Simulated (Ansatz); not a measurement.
Results of LDA (Ansatz, a first-principles code, plane waves, PAW) for NaOH (Pbcm, No. 57, 12 atoms in the cell; start mp-626778).

Settings: plane-wave cutoff 500 eV, 12×8×8 k mesh (along the axes of the cell as run), gaussian smearing 0.02 eV, scalar-relativistic PAW data made under PBE.

Cell (relaxed at this level):

```
CELL_PARAMETERS angstrom
      2.93093     0.00000     0.00000
      0.00000     5.92576     0.00000
      0.00000     0.00000     6.05890
ATOMIC_POSITIONS crystal
  Na 0.83160 0.25000 0.00000
  Na 0.16840 0.75000 0.00000
  Na 0.16840 0.75000 0.50000
  Na 0.83160 0.25000 0.50000
  H  0.58364 0.51142 0.25000
  H  0.41636 0.48858 0.75000
  H  0.58364 0.98858 0.75000
  H  0.41636 0.01142 0.25000
  O  0.28311 0.43813 0.25000
  O  0.71689 0.56187 0.75000
  O  0.28311 0.06187 0.75000
  O  0.71689 0.93813 0.25000
```

Q: Give the computed band gap.

A: 
- band gap = 3.71 eV (on the SCF k mesh)

Note: the relaxation could not lower the start's symmetry, so the cell can be a saddle point above a distorted one.

Computed values are for the static lattice.

Computing time: very roughly 10 core-minutes.

A start named mp-… is a Materials Project structure, which need not be a measured phase.
